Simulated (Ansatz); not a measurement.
The reference is CdS in the wurtzite structure (space group P6_3mc, No. 186; a = 4.196 Å, c = 6.830 Å). Axes: x lies along a and z along c of the hexagonal cell.

Now apply this change: compressive biaxial strain of 0.40 % in the plane normal to [001], as in epitaxy on a mismatched substrate; the out-of-plane cell vector and the atoms relax.

Levels (all Ansatz, a first-principles code, PAW): PBE (420 eV, no spin-orbit coupling); r2SCAN (500 eV, no spin-orbit coupling); HSE06 (420 eV, scalar-relativistic without spin-orbit coupling); PBE+SOC (420 eV, noncollinear with spin-orbit coupling).

One geometry, relaxed with PBE, under each level:

The valence-band top lists the three highest levels at Γ (Kramers pairs under SOC), from the VBM.

```json
[
 {"level": "PBE", "band gap": "1.11 eV", "lowest conduction level above the VBM at special points": "Γ 1.11 eV; A 2.77 eV; L 3.43 eV; M 3.61 eV", "valence-band top at Γ": "0.00, 0.00, -0.06 eV", "electron mass": "0.12 mₑ out of plane, 0.13 mₑ in plane (at Γ)", "hole mass": "–", "pressure": "2.4 kbar"},
 {"level": "r2SCAN", "band gap": "1.57 eV", "lowest conduction level above the VBM at special points": "Γ 1.57 eV; A 3.23 eV; L 3.84 eV; M 4.08 eV", "valence-band top at Γ": "–", "electron mass": "0.14 mₑ out of plane, 0.16 mₑ in plane (at Γ)", "hole mass": "–", "pressure": "-11.7 kbar"},
 {"level": "HSE06", "band gap": "2.12 eV", "lowest conduction level above the VBM at special points": "Γ 2.12 eV; A 3.84 eV; L 4.46 eV", "valence-band top at Γ": "–", "electron mass": "–", "hole mass": "–", "pressure": "–"},
 {"level": "PBE+SOC", "band gap": "1.09 eV", "lowest conduction level above the VBM at special points": "Γ 1.09 eV; A 2.75 eV; L 3.42 eV; M 3.59 eV", "valence-band top at Γ": "0.00, -0.02, -0.09 eV", "electron mass": "0.12 mₑ out of plane, 0.13 mₑ in plane (at Γ)", "hole mass": "1.8 mₑ out of plane, 0.24 mₑ in plane (at Γ)", "pressure": "1.9 kbar"}
]
```

Single points use the geometry relaxed with PBE. Their cutoffs differ, which shifts pressures a little. The spin-orbit shifts are approximate. Effective masses come from finite differences of ±0.01 Å⁻¹. No phonon test of stability was made.
